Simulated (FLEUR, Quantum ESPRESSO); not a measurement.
A Quantum ESPRESSO input for a self-consistent single point of CuI (F-43m, 2 atoms in the cell) (DFT, PBEsol, plane waves, SSSP 1.1.2 efficiency (PBE) pseudopotentials):

```fortran
&control
 calculation = 'scf'
 prefix = 'scf'
 outdir = './tmp/'
 pseudo_dir = './'
 tprnfor = .true.
 tstress = .true.
/
&system
 ibrav = 0
 nat = 2
 ntyp = 2
 ecutwfc = 50
 ecutrho = 400
 occupations = 'smearing'
 smearing = 'fd'
 degauss = 0.000734986
 input_dft = 'pbesol'
/
&electrons
 conv_thr = 1.0d-10
 mixing_beta = 0.4
/
ATOMIC_SPECIES
Cu    63.5460  Cu_pbe_v1.2.uspp.F.UPF
I    126.9045  I.pbe-n-kjpaw_psl.0.2.UPF
CELL_PARAMETERS bohr
   0.0000000000     5.7164215270     5.7164215270
   5.7164215270     0.0000000000     5.7164215270
   5.7164215270     5.7164215270     0.0000000000
ATOMIC_POSITIONS angstrom
Cu    0.0000000000    0.0000000000    0.0000000000
I     1.5125000000    1.5125000000    1.5125000000
K_POINTS automatic
5 5 5  0 0 0
```

### Question
Write the same calculation as an input for FLEUR.

### Answer
This is the input that was run; spellings and numerical settings could be chosen otherwise.

Input of the input generator:

```
CuI
&input film=f /
-0.0000000000 3.0250000000 3.0250000000
3.0250000000 -0.0000000000 3.0250000000
3.0250000000 3.0250000000 0.0000000000
1.8897261246
1.0 1.0 1.0

2
29 0.0000000000 0.0000000000 0.0000000000
53 0.2500000000 0.2500000000 0.2500000000

&comp jspins=1 /
&exco xctyp='PBEs' /
&kpt div1=5 div2=5 div3=5 /
&end /
```

```xml
<?xml version="1.0" encoding="UTF-8" standalone="no"?>
<fleurInput fleurInputVersion="0.39">
   <comment>
      CuI                                                                                                 
   </comment>
   <calculationSetup>
      <cutoffs Kmax="4.0" Gmax="20.0" GmaxXC="20.0" numbands="0"/>
      <scfLoop itmax="60" minDistance="0.00001" maxIterBroyd="15" imix="Anderson" alpha="0.05" precondParam="0.0" spinf="2.0"/>
      <coreElectrons ctail="T" frcor="F" kcrel="0" coretail_lmax="0"/>
      <xcFunctional name="PBEs" relativisticCorrections="F"/>
      <magnetism jspins="1"/>
      <soc l_soc="F" theta="0.0" phi="0.0" spav="F"/>
      <expertModes spex="0" secvar="F"/>
      <geometryOptimization l_f="T" forcealpha="1.0" forcemix="BFGS" epsdisp="0.00001" epsforce="0.00001"/>
      <ldaU l_linMix="F" mixParam="0.05" spinf="1.0"/>
   </calculationSetup>
   <cell>
      <bzIntegration valenceElectrons="42.0" mode="hist" fermiSmearingEnergy="0.00036749">
         <kPointListSelection listName="default-1"/>
         <!-- k-points included here -->
         <xi:include xmlns:xi="http://www.w3.org/2001/XInclude" href="kpts.xml"> </xi:include>
      </bzIntegration>
      <!-- symmetry operations included here -->
      <xi:include xmlns:xi="http://www.w3.org/2001/XInclude" href="sym.xml"> </xi:include>
      <bulkLattice scale="1.0">
         <bravaisMatrix>
            <row-1>    0.0000000000000000     5.7164215269149992     5.7164215269149992</row-1>
            <row-2>    5.7164215269149992     0.0000000000000000     5.7164215269149992</row-2>
            <row-3>    5.7164215269149992     5.7164215269149992     0.0000000000000000</row-3>
         </bravaisMatrix>
      </bulkLattice>
   </cell>
   <atomSpecies>
      <species name="Copper (Cu)" element="Cu" atomicNumber="29">
         <mtSphere radius="2.23" gridPoints="737" logIncrement="0.017"/>
         <atomicCutoffs lmax="6" lnonsphr="4"/>
         <electronConfig flipSpins="F">
            <coreConfig>(1s1/2) (2s1/2) (2p1/2) (2p3/2)</coreConfig>
            <valenceConfig>(3s1/2) (3p1/2) (3p3/2) (4s1/2) (3d3/2) (3d5/2)</valenceConfig>
            <stateOccupation state="(4s1/2)" spinUp="0.5" spinDown="0.5"/>
         </electronConfig>
         <energyParameters s="4" p="4" d="3" f="4"/>
         <lo type="SCLO" l="0" n="3" eDeriv="0"/>
         <lo type="SCLO" l="1" n="3" eDeriv="0"/>
         <lo type="SCLO" l="1" n="3" eDeriv="1"/>
         <lo type="SCLO" l="2" n="3" eDeriv="2"/>
         <lo type="SCLO" l="3" n="4" eDeriv="2"/>
      </species>
      <species name="Iodine (I)" element="I" atomicNumber="53">
         <mtSphere radius="2.36" gridPoints="781" logIncrement="0.017"/>
         <atomicCutoffs lmax="7" lnonsphr="5"/>
         <electronConfig flipSpins="F">
            <coreConfig>(1s1/2) (2s1/2) (2p1/2) (2p3/2) (3s1/2) (3p1/2) (3p3/2) (4s1/2) (3d3/2) (3d5/2)</coreConfig>
            <valenceConfig>(4p1/2) (4p3/2) (5s1/2) (4d3/2) (4d5/2) (5p1/2) (5p3/2)</valenceConfig>
            <stateOccupation state="(5p1/2)" spinUp="0.8333333333333" spinDown="0.8333333333333"/>
            <stateOccupation state="(5p3/2)" spinUp="1.6666666666667" spinDown="1.6666666666667"/>
         </electronConfig>
         <energyParameters s="5" p="5" d="5" f="4"/>
         <lo type="SCLO" l="1" n="4" eDeriv="0"/>
         <lo type="SCLO" l="1" n="4" eDeriv="1"/>
         <lo type="SCLO" l="2" n="4" eDeriv="0"/>
         <lo type="SCLO" l="2" n="4" eDeriv="1"/>
         <lo type="SCLO" l="0" n="5" eDeriv="2"/>
         <lo type="SCLO" l="3" n="4" eDeriv="2"/>
      </species>
   </atomSpecies>
   <atomGroups>
      <atomGroup species="Copper (Cu)">
         <relPos label="                   1">.0000000000 .0000000000 .0000000000</relPos>
         <force calculate="T" relaxXYZ="TTT"/>
      </atomGroup>
      <atomGroup species="Iodine (I)">
         <relPos label="                   2">1.000/4.000 1.000/4.000 1.000/4.000</relPos>
         <force calculate="T" relaxXYZ="TTT"/>
      </atomGroup>
   </atomGroups>
   <output dos="F" band="F" slice="F">
      <checks vchk="F" cdinf="F"/>
      <bandDOS minEnergy="-.5*Htr" maxEnergy="0.5*Htr" sigma="0.015" storeEVData="T"/>
      <vacuumDOS vacdos="F" integ="F" star="F" nstars="0" locx1="0.0" locy1="0.0" locx2="0.0" locy2="0.0" nstm="0" tworkf="0.0"/>
      <unfoldingBand unfoldBand="F" supercellX="1" supercellY="1" supercellZ="1"/>
      <plotting iplot="0" polar="F">
         <plot TwoD="T" vec1="  1.0  0.0  0.0" vec2="  0.0  1.0  0.0" vec3="  0.0  0.0  1.0" zero="  0.0  0.0  0.0" file="plot"/>
      </plotting>
      <chargeDensitySlicing numkpt="0" minEigenval="0.0" maxEigenval="0.0" nnne="0" pallst="F"/>
      <specialOutput eonly="F"/>
      <magneticCircularDichroism mcd="F" energyLo="-10.0" energyUp="0.0"/>
   </output>
  <!-- We include the file relax.xml here to enable relaxations (see documentation) -->
  <xi:include xmlns:xi="http://www.w3.org/2001/XInclude" href="relax.xml"> <xi:fallback/> </xi:include>
</fleurInput>
```

Basis settings and potentials, where a program has them, do not carry over. This input uses DFT, PBEsol, all-electron FLAPW (FLEUR), scalar-relativistic valence. Both were run: gap on the mesh 0.994 eV in Quantum ESPRESSO and 1.013 in FLEUR.

On Quantum ESPRESSO: the starting cell has typed, rounded lattice constants, without a prior relaxation at this level. Spin-orbit coupling is off.

On FLEUR: the starting cell has typed, rounded lattice constants, without a prior relaxation at this level. Spin-orbit coupling is off. Values depend on the basis (sphere radii, cutoffs, local orbitals), which need not be converged.
